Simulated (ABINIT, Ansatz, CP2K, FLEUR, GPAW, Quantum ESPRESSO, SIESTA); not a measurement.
# One structure in several programs: LiTaF₆ (R-3, 8 atoms in the cell)

Self-consistent single point.

```
CELL_PARAMETERS angstrom
      2.58467     1.49226     4.52600
     -2.58467     1.49226     4.52600
      0.00000    -2.98452     4.52600
ATOMIC_POSITIONS crystal
  Li 0.50000 0.50000 0.50000
  Ta 0.00000 0.00000 0.00000
  F  0.64967 0.24539 0.86097
  F  0.35033 0.75461 0.13903
  F  0.86097 0.64967 0.24539
  F  0.13903 0.35033 0.75461
  F  0.24539 0.86097 0.64967
  F  0.75461 0.13903 0.35033
```

All programs got the same cell, k-point mesh and kind of occupations (some realise fixed ones as a very narrow smearing) (in Ansatz's words: kpoints.mp_grid.grid = 6 6 6; scf.occupations.method = fixed); potentials, basis and cutoffs are each program's usual ones.

```tsv
code	model	pressure (GPa)	largest force (eV/Å)	gap on the mesh (eV)	k-points	cutoff
SIESTA	GGA PBEsol, numerical atomic orbitals DZP, PseudoDojo PBEsol standard norm-conserving potentials (rewritten from UPF to PSML)	-0.67	0.344	6.125	132	grid 400 Ry
Ansatz	PBEsol, PAW files made with PBE	-0.40	0.250	6.453	40	default
GPAW	PBEsol, GPAW PAW datasets PBEsol (made by gpaw-setup)	–	0.161	6.385	40	950 eV
Quantum ESPRESSO	PBEsol, GBRV 1.5 ultrasoft (PBESOL) pseudopotentials	-0.19	0.134	6.424	40	40 Ry
CP2K	PBEsol, GPW, DZVP-MOLOPT-SR-GTH basis, GTH-PBE potentials (GTH_POTENTIALS)	-2.10	0.634	6.391	112	grid 550 Ry
FLEUR	PBEsol, all-electron FLAPW (FLEUR), scalar-relativistic valence	–	0.424	6.522	40	Kmax 4.7 1/bohr
ABINIT	PBEsol, norm-conserving pseudopotentials (PseudoDojo nc-sr-04 PBEsol standard)	-0.93	0.393	6.458	40	42 Ha
```

A dash marks a value that a program does not give, or that is left out as unsure.

Gaps are read on the mesh.

The spread over the programs that give each value: pressure within 1.91 GPa; largest force within 0.500 eV/Å; gap on the mesh within 0.397 eV.

The starting cell comes from a database of computed structures (which also holds hypothetical and non-ambient phases and stackings), without a prior relaxation at this level. On Ansatz's run: Spin-orbit coupling is off.

### Question
Why do the programs differ, and what cannot be compared?

### Answer
Differences of this kind can come from the potentials, where these differ, and from what each basis and cutoff leave unconverged. The valence holds different numbers of electrons (SIESTA 58, Ansatz (a first-principles code) 58, GPAW 56, Quantum ESPRESSO 58, CP2K 58, FLEUR 70, ABINIT 58). The zero of total energies and Fermi levels follows the potentials and each program's conventions, so they are not compared here. SIESTA and CP2K use small atom-centred bases, whose incompleteness enters pressures, forces and empty levels differently from a plane-wave cutoff. FLEUR treats all electrons, but the usual bases taken here (sphere radii, linearisation, local orbitals, empty states) were not tested for convergence, so the values are no reference for the others. Ansatz's pressure is given at a fixed set of plane waves, as the other plane-wave codes print theirs; with its correction for the finite basis it is 0.03 GPa (the shift of 0.43 GPa shows how far the cutoff is from converged). The pressure of GPAW is left out: its cutoff lies under the one at which its stress was checked. The programs reduce the same mesh by symmetry to different extents, which changes the work and not the result. In the pressure, CP2K (by 1.71) lies more than 1 GPa from the median of the plane-wave programs. In the gap, SIESTA (by 0.314) lies more than 0.12 eV from the median of the plane-wave programs. In the force vectors, SIESTA (by 0.550), CP2K (by 0.430), FLEUR (by 0.235) and ABINIT (by 0.189) lie more than 0.08 eV/Å from the median of the plane-wave programs.

Keys are those of Ansatz 0.2.
